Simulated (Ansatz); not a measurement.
**SiC (model structure, started from the litharge type, P4/nmm, No. 129, 4 atoms in the cell)**

Calculation: PBEsol (plane waves, PAW; Ansatz, a program for electronic structure).

Run with plane-wave cutoff 500 eV, 12×12×10 k mesh (along the axes of the cell as run), Fermi–Dirac smearing 0.05 eV, scalar-relativistic PAW data made under PBE.

Cell (relaxed at this level):

Space group P4/nmm, origin choice 1 (No. 129); a = b = 3.119 Å, c = 4.417 Å, α = β = γ = 90.00°

| atom | site | symmetry | x | y | z |
|---|---|---|---|---|---|
| Si | 2c | 4mm | 0.5000 | 0.0000 | 0.2838 |
| C | 2a | -4m2 | 0.0000 | 0.0000 | 0.0000 |

```yaml
band_gap: none
```

Note: the relaxation could raise the start's symmetry but not lower it, so the cell can be a saddle point.

Computed values are for the static lattice.

A model structure was made by putting elements into a prototype or built by hand; it is no filed structure, need not be a known phase, and can be a saddle point held by its symmetry.
